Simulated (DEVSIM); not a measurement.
Structure: Pt/La2O3/SiO2/p-Si capacitor, at 400 K.

Layer 1 from the left is La2O3, thickness (nm) 6.90. Layer 2 from the left is SiO2, thickness (nm) 0.560. Layer 3 from the left is Si, thickness (nm) 9200, Na (cm⁻³) 3.9e15.

Metal gate on the left, work function 5.6 eV. Fixed charge at the semiconductor interface 1e10 cm⁻² (in units of +e); no interface traps.

This is a model device: material constants are rounded textbook-type values typed into the input, and sizes, dopings and lifetimes were drawn at random. Values at 300 K; Nc and Nv go as T^1.5, mobilities as T to minus their exponent, the gap by Varshni's rule with the affinity fixed.

La2O3: gap (eV) 5.8, affinity (eV) 1.8, permittivity 27. SiO2: gap (eV) 9, affinity (eV) 0.9, permittivity 3.9. Si: gap (eV) 1.124, affinity (eV) 4.05, permittivity 11.7, Nc (cm⁻³) 2.86e19, Nv (cm⁻³) 3.1e19, Varshni α (eV/K) 0.000473, Varshni β (K) 636.

Task: Estimate by hand the flat-band voltage, the threshold voltage, and compare with a numerical solution.

Result: 
- Flat-band voltage: C = 2.22 μF/cm², work-function difference 0.778 V; VFB = φms − qNf/C = 0.78 V; numerical 0.78 V.
- Threshold voltage: φF = 0.225 V, depletion charge √(4εqNφF) = 2.41e-8 C/cm²; VT = VFB + 2φF + Qd/C = 1.24 V; numerical 1.24 V.

DEVSIM, 1D Poisson equation in equilibrium, Boltzmann statistics, complete ionisation; no quantum confinement or tunnelling. Metal contacts follow the ideal Schottky-Mott rule: no Fermi-level pinning, no interface dipoles.
